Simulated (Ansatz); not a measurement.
An Ansatz (an electronic-structure program) run: Sn with a change (x(Ge) = 0.5, 8 atoms, R-3m); Ansatz, PBEsol, PAW, cutoff 420 eV, no spin-orbit coupling.

Input:

Ansatz 0.2 input:
```yaml
crystal:
  lattice:
    - [2.162555533, 1.2485520191, 14.1346616185]
    - [-2.162555533, 1.2485520191, 14.1346616185]
    - [0, -2.4971040383, 14.1346616185]
  atoms:
    - { symbol: Sn, position: [0.0334379237, 0.0334379237, 0.0334379237] }
    - { symbol: Sn, position: [0.783522202, 0.783522202, 0.783522202] }
    - { symbol: Ge, position: [0.5290141704, 0.5290141704, 0.5290141704] }
    - { symbol: Ge, position: [0.2789347292, 0.2789347292, 0.2789347292] }
    - { symbol: Sn, position: [0.9665620763, 0.9665620763, 0.9665620763] }
    - { symbol: Ge, position: [0.7210652708, 0.7210652708, 0.7210652708] }
    - { symbol: Ge, position: [0.4709858296, 0.4709858296, 0.4709858296] }
    - { symbol: Sn, position: [0.216477798, 0.216477798, 0.216477798] }
basis: { ecutwfc: 420, ecutrho_ratio: 4, xc_grid: 2, fft_grid_basis: typed }
kpoints: { mp_grid: { grid: [13, 13, 13] } }
hamiltonian:
  xc: pbesol
  dispersion: none
  pseudopotentials: { kind: paw }
scf: { occupations: { method: fermi_dirac, width: 0.05 }, convergence: { dr2_threshold: 0.0000000008 } }
output: { forces: true, stress: true }
checkpoint: { write: state.ck, write_every: 1000 }
```

Output (explanatory and most iteration lines left out):

```
Pseudopotential: Sn, paw, valence charge 14
Pseudopotential: Ge, paw, valence charge 14
Crystal: 8 atoms, lattice volume = 228.987 Å³
Basis set: ecut = 420 eV, 4475 PW (Γ), exchange–correlation on 192×192×192 points (8 copies of the dense FFT grid, shifted against one another)
Bands: 64, of which v1, the nominal top of the filled ones, is band 56 counted from 1 (55 counted from 0)
Symmetry: 12 space group operations
Space group: R-3m (ITA 166), of the structure as read, at distance tolerance 6.1e-5 Å
k-points: 231 of 2197
Functional: x = pbesol(κ = 0.804, μ = 0.12345679012345678), c = pbesol(β = 0.046)
SCF iter   1: F=—  HF=-40812.783048 eV  |F-HF|=—  |Δ(HF+E_count)|=         —  Δρ=2.87e-3  dr2=4.24e-2  ethr=1.77e-3  ⟨swp⟩=6.5  Hψ=57802  notcnv=0
SCF iter   2: F=—  HF=-40812.787983 eV  |F-HF|=—  |Δ(HF+E_count)|=   4.94e-3  Δρ=2.23e-3  dr2=1.08e-1  ethr=3.79e-5  ⟨swp⟩=3.0  Hψ=28534  notcnv=0  defer=284
SCF 1 converged in 9 iterations: F = -40812.771570 eV  dr2 = 4.04e-10
SCF converged after 9 iterations
Free energy (F): -40812.771570 eV
Internal energy: -40812.767423 eV  (E = F + TS)
E sigma→0 (E₀):  -40812.769496 eV
Entropy (-TS):   -0.004147 eV (-0.518 meV/atom)
Fermi energy:    7.885991 eV
--- Forces (eV/Å), atoms counted from 1 ---
  atom   1  Sn     0.00000000     0.00000000    -0.00054010
  atom   2  Sn     0.00000000     0.00000000    -0.00302993
  atom   3  Ge     0.00000000     0.00000000    -0.00220489
  atom   4  Ge     0.00000000     0.00000000    -0.00093647
  atom   5  Sn     0.00000000    -0.00000000     0.00054010
  atom   6  Ge     0.00000000    -0.00000000     0.00093647
  atom   7  Ge     0.00000000    -0.00000000     0.00220489
  atom   8  Sn     0.00000000    -0.00000000     0.00302993
--- Stress (GPa, compression-positive) ---
       -0.005697       0.000000       0.000000
        0.000000      -0.005697      -0.000000
        0.000000      -0.000000       0.002984
  P = ⅓ Tr σ = -0.0028 GPa (-0.028 kbar)
```

These are small ordered cells, not random alloys; other orderings at the same x differ. No phonon test of stability was made. All final runs are without spin polarisation. The cell was made from Sn by this change: x(Ge) = 0.5, 8 atoms, R-3m.
